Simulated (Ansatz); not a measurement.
The reference is SiC in the zinc blende structure (space group F-43m, No. 216).

```cif
data_C4Si4
_chemical_formula_sum 'C4 Si4'
_space_group_name_H-M_alt 'F-43m'
_space_group_IT_number 216
_space_group_name_Hall 'F -4 2 3'
_cell_length_a 4.37973
_cell_length_b 4.37973
_cell_length_c 4.37973
_cell_angle_alpha 90.000
_cell_angle_beta 90.000
_cell_angle_gamma 90.000
loop_
_atom_site_label
_atom_site_type_symbol
_atom_site_symmetry_multiplicity
_atom_site_Wyckoff_symbol
_atom_site_fract_x
_atom_site_fract_y
_atom_site_fract_z
_atom_site_occupancy
C1 C 4 c 0.25000 0.25000 0.25000 1
Si1 Si 4 a 0.00000 0.00000 0.00000 1
```
(The calculation used a cell of 2 atoms; values per cell refer to that cell.)

Levels (all Ansatz, a first-principles code, PAW, earlier PAW set): PBE (420 eV, spin-orbit coupling left out); HSE06 (420 eV, without spin-orbit coupling).

The geometry is relaxed with PBE.

| Quantity | Result |
|---|---|
| PBE lowest conduction level above the VBM at special points | X 1.37 eV; K 3.10 eV; U 3.10 eV; Γ 6.03 eV |

With HSE06 at the same geometry, the lowest conduction level above the VBM at special points goes from X 1.37 eV; K 3.10 eV; U 3.10 eV; Γ 6.03 eV to X 2.24 eV; K 4.07 eV; U 4.07 eV; Γ 7.32 eV.

Single points use the geometry relaxed with PBE. HSE06 was sampled on its mesh, a few special points and the semilocal edge points, so its gap is an upper bound. The levels and masses belong to the bands next to the band gap. Whether these cells are dynamically stable was not tested.
